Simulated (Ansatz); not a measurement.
Start from CdS in the zinc blende structure (space group F-43m, No. 216; a = 5.757 Å). Axes: x, y, z lie along the cube axes.

Computed with Kohn–Sham DFT with the LDA functional, run in Ansatz (a first-principles code) with PAW and 420 eV plane waves, no spin-orbit coupling.

Strains are applied to the cell and any free atomic positions relax; under biaxial strain the out-of-plane vector relaxes too.

One change was made to it. Results:

The pressure (mean of the normal stresses, compression positive) goes from zero to 11.1 kbar; the valence-band top at Γ (three highest levels, from the VBM) changes from 0.00, 0.00, 0.00 eV to 0.00, 0.00, -0.27 eV.

Question: Which of these changes matches the shifts?
A) biaxial strain −3.00 %, plane normal [001], relaxed out of plane
B) biaxial strain −1.50 %, plane normal [001], relaxed out of plane
C) biaxial strain +1.00 %, plane normal [001], relaxed out of plane

Answer: A, biaxial strain −3.00 %, plane normal [001], relaxed out of plane. For comparison, the valence-band top at Γ in the other runs: biaxial strain +1.00 %, plane normal [001], relaxed out of plane gives 0.00, -0.08, -0.08 eV; biaxial strain −1.50 %, plane normal [001], relaxed out of plane gives 0.00, 0.00, -0.13 eV.

The levels and masses belong to the bands next to the band gap. Whether these cells are dynamically stable was not tested.
